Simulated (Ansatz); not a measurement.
**W: response to strain**

Start from W in the bcc (W type) structure (space group Im-3m, No. 229; a = 3.1688 Å; relaxed with 0.1 eV smearing). Axes: x, y, z lie along the cube axes.

Strains are applied to the cell and any free atomic positions relax; under stress the whole cell relaxes.

The values are results of Ansatz (an electronic-structure program) r2SCAN, no spin-orbit coupling, not measurements.

Candidates:
(a) isotropic strain +4.51 %
(b) uniaxial strain ε_zz = +2.54 %
(c) strain tensor (xx, yy, zz, yz, xz, xy) = (−0.71, −2.24, +0.30, −0.13, +0.05, +0.09) %
(d) uniaxial stress, 0.5 GPa tension along z

Notes on the quantities. energy relative to the base: free energy F.

**Question.** Order them by energy relative to the base, highest first.

**Answer.** (a) isotropic strain +4.51 % (+0.253 eV/atom), (c) strain tensor (xx, yy, zz, yz, xz, xy) = (−0.71, −2.24, +0.30, −0.13, +0.05, +0.09) % (+18 meV/atom), (b) uniaxial strain ε_zz = +2.54 % (+17 meV/atom), (d) uniaxial stress, 0.5 GPa tension along z (0.0 meV/atom)

Stability under load was not tested beyond the relaxation. The final runs are not spin-polarised.
